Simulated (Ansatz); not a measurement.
**SiO2 (within 0.1 Å of C222₁, No. 20, 12 atoms in the cell; start mp-555891; another space group than a measured phase of this formula)**

Computed with r²SCAN (Ansatz, a quantum-chemistry and plane-wave program, PAW).

Settings: plane-wave cutoff 560 eV, 8×4×8 k mesh (along the axes of the cell as run), Fermi–Dirac smearing 0.01 eV, scalar-relativistic PAW data made under PBE.

Cell (relaxed with PBEsol):

O2Si has the orthorhombic space group C222₁ (No. 20), Pearson symbol oS24. Cell: a = 4.9895 Å, b = 8.8389 Å, c = 8.3207 Å, α = 90.00°, β = 90.00°, γ = 90.00°. Si on 8c is coordinated by 4 O at 1.609–1.620 Å (tetrahedral). O1 on 8c has 2 Si at 1.619 Å (bent). O2 on 4a has 2 Si at 1.620 Å (bent). O3 on 4b has 2 Si at 1.609 Å (linear). (Neighbours: up to the widest gap in distance over summed covalent radii, below 1.35, at either atom.)
(The calculation used a cell of 12 atoms; values per cell refer to that cell.)

```
Item                                                      Value
-------------------------------------------  ------------------
band gap                                     6.23 eV (indirect)
smallest direct gap on the k points sampled             6.26 eV
```

Note: cell and atoms aren't relaxed at this level (largest force component 0.15 eV/Å, pressure -2.2 GPa).

Computed values are for the static lattice.

The result took roughly 9 core-minutes.

A start named mp-… is a Materials Project structure, which need not be a measured phase.
